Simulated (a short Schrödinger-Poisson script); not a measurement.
From a short Schrödinger-Poisson script (our own, NumPy): 1D Poisson equation in equilibrium, electrons quantum, Hartree (BenDaniel-Duke, 40 states a valley, the channel's in-plane mass for all, wave functions free to enter the barrier), parabolic valleys, classical holes, full ionisation, no traps, pinning or gate leakage.

Stack: gated Al0.3Ga0.7As/GaAs δ-doped gas in a quantum well, at 77 K.

From the gate side: 15 nm Al0.3Ga0.7As; 3 nm Al0.3Ga0.7As; 8 nm GaAs; 4000 nm Al0.3Ga0.7As, acceptors 8e14 cm⁻³.

The device is made up for the run: typed textbook-type constants, with dimensions and the other settings drawn at random. Al0.3Ga0.7As: permittivity 12.05, conduction-band edge (eV) 0.237, gap (eV) 1.798, electron mass (mₑ) 0.0919, Nv at 300 K (cm⁻³) 9e18. GaAs: permittivity 12.9, conduction-band edge (eV) 0, gap (eV) 1.424, Nv at 300 K (cm⁻³) 9e18.

Channel valleys (confinement mass, in-plane density-of-states mass, number): Γ 0.067, 0.067, 1. At the gate the conduction-band edge of layer 1 lies 0.99 eV − eVg above the Fermi level of the channel; the field vanishes at the back. Sheet of ionised δ-doping: +2.7e12 e/cm² at 15 nm from the gate. The barrier under the gate holds no holes. Gaps are held at their typed values at every temperature. Mesh 0.08 nm at interfaces.

**Question.** Give the gate voltage at 1e11 electrons/cm² (V); the centroid of the channel electrons at Vg = 0.5 V (nm); the lowest subband against the Fermi level at Vg = 0.5 V (meV).

**Answer.** gate voltage at 1e11 electrons/cm² (V): 0.26; centroid of the channel electrons at Vg = 0.5 V (nm): 3.56; lowest subband against the Fermi level at Vg = 0.5 V (meV): -28.7.
